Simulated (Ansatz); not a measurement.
Reference: ZrPbO3 (Pm-3m), PBEsol, rigid bands (plane waves, PAW, scalar-relativistic; Ansatz, an electronic-structure program); axes and stresses refer to this cell.

```
CELL_PARAMETERS angstrom
      4.14129     0.00000     0.00000
      0.00000     4.14129     0.00000
      0.00000     0.00000     4.14129
ATOMIC_POSITIONS crystal
  Zr 0.00000 0.00000 0.00000
  Pb 0.50000 0.50000 0.50000
  O  0.50000 0.00000 0.00000
  O  0.00000 0.50000 0.00000
  O  0.00000 0.00000 0.50000
```

* **hole conductivity mass**: 1.68 mₑ
* **Seebeck coefficient, n-type 1e19 cm⁻³**: -232 μV/K
* **electron conductivity mass**: 0.28 mₑ

Q: Change: spin-orbit coupling switched on. What happens to hole conductivity mass, Seebeck coefficient, n-type 1e19 cm⁻³, electron conductivity mass?

A: hole conductivity mass drops to 1.56 mₑ; Seebeck coefficient, n-type 1e19 cm⁻³ goes up in size to -240 μV/K; electron conductivity mass increases to 0.30 mₑ.

Masses are for dilute carriers at 300 K, harmonic means over directions unless an axis is named. Seebeck coefficients are for the stated density at 300 K, with one relaxation time for all states and whether or not that doping can be reached. Spin-orbit coupling is left out unless a row names it; without it the gap and masses of crystals with these elements can be far off. 

ZrPbO3 (Pm-3m): a high-temperature phase held by its symmetry.
